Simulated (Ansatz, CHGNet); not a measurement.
# C axis length of NbAs (model structure, started from the WC type, P-6m2, No. 187, 2 atoms in the cell) at several levels of theory

No measured value is used here.

```tsv
level (code)	value (Å)
CHGNet-r²SCAN	3.354
LDA (Ansatz)	3.439
PBEsol (Ansatz)	3.462
r²SCAN (Ansatz)	3.461
r²SCAN+rVV10 (Ansatz)	3.459
```

LDA, PBEsol, r²SCAN, r²SCAN+rVV10: the run has no spin polarisation, so it can have missed a magnetic state. Cutoffs differ between the levels. Ansatz's density-functional and Hartree–Fock values are scalar-relativistic unless marked +SOC, with PAW data made under PBE.

Machine-learned potentials (CHGNet-r²SCAN) are trained on DFT data: a solid inside that data is no test of them.

A model structure was made by putting elements into a prototype or built by hand; it is no filed structure, need not be a known phase, and can be a saddle point held by its symmetry.

Ansatz is an electronic-structure program.
